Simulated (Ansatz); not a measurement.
Start from GaSb in the zinc blende structure (space group F-43m, No. 216; a = 6.214 Å).

The other end (x = 1) is GaP in the zinc blende structure (space group F-43m, No. 216): 20.87 Å³/atom, gap 1.58 eV.

Level of theory: PBE in Ansatz (plane waves to 420 eV, PAW, no SOC).

P replaces a fraction x of Sb; each row is one arrangement (x, atoms in the cell, starting space group or random), fully relaxed.

One change was made to it. Results:

```csv
quantity,base,after
band gap,zero,0.11 eV
deviation of the volume from the linear (Vegard-type) interpolation,–,-1.1 %
```

Q: What was done to the base?
A) x(P) = 0.25, 8 atoms, Amm2
B) x(P) = 0.5, 4 atoms, R3m
C) x(P) = 0.5, 8 atoms, P-4m2

A: C, x(P) = 0.5, 8 atoms, P-4m2. For comparison, the band gap in the other runs: x(P) = 0.25, 8 atoms, Amm2 gives zero; x(P) = 0.5, 4 atoms, R3m gives zero.

These are small ordered cells, not random alloys; other orderings at the same x differ. With Sb present, leaving out spin-orbit coupling can change the band edges. No phonon test of stability was made. The final runs are not spin-polarised. The zero or small gap of Ga2SbP, GaSb and Ga4Sb3P can change with the level of theory.

Ansatz is a quantum-chemistry and plane-wave program.
